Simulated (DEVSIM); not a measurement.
Structure: Mo/SiO2/n-Ge capacitor, at 300 K.

```
layer (left to right)  material  thickness (nm)  Nd (cm⁻³)
---------------------  --------  --------------  ---------
1                          SiO2            37.0          -
2                            Ge             410     2.1e18
```

Metal gate on the left, work function 4.6 eV. Fixed charge at the semiconductor interface -9.4e10 cm⁻² (in units of +e); interface traps 1e11 cm⁻² eV⁻¹, uniform in energy, neutral level at 0.5 of the gap above the valence band.

This is a model device: material constants are rounded textbook-type values typed into the input, and sizes, dopings and lifetimes were drawn at random. Values at 300 K.

```
parameter      SiO2       Ge
-------------  ----  -------
gap (eV)          9    0.664
affinity (eV)   0.9        4
permittivity    3.9       16
Nc (cm⁻³)         -  1.04e19
Nv (cm⁻³)         -     6e18
```

DEVSIM, 1D Poisson equation in equilibrium, Boltzmann statistics, complete ionisation; no quantum confinement or tunnelling. Metal contacts follow the ideal Schottky-Mott rule: no Fermi-level pinning, no interface dipoles.

**Question.** Give the band bending (positive: bands bend down) and minority sheet density.

**Answer.** 
```json
[
 {"Vg (V)": "-8.5", "ψs (V)": "-0.621", "minority carriers (cm⁻²)": "2.8e11"},
 {"Vg (V)": "-7", "ψs (V)": "-0.497", "minority carriers (cm⁻²)": "2.6e9"},
 {"Vg (V)": "-5.5", "ψs (V)": "-0.341", "minority carriers (cm⁻²)": "< 1e8"},
 {"Vg (V)": "-4", "ψs (V)": "-0.212", "minority carriers (cm⁻²)": "< 1e8"},
 {"Vg (V)": "-2.5", "ψs (V)": "-0.115", "minority carriers (cm⁻²)": "< 1e8"},
 {"Vg (V)": "-1", "ψs (V)": "-0.049", "minority carriers (cm⁻²)": "< 1e8"},
 {"Vg (V)": "0.5", "ψs (V)": "-0.006", "minority carriers (cm⁻²)": "< 1e8"},
 {"Vg (V)": "2", "ψs (V)": "0.022", "minority carriers (cm⁻²)": "< 1e8"}
]
```
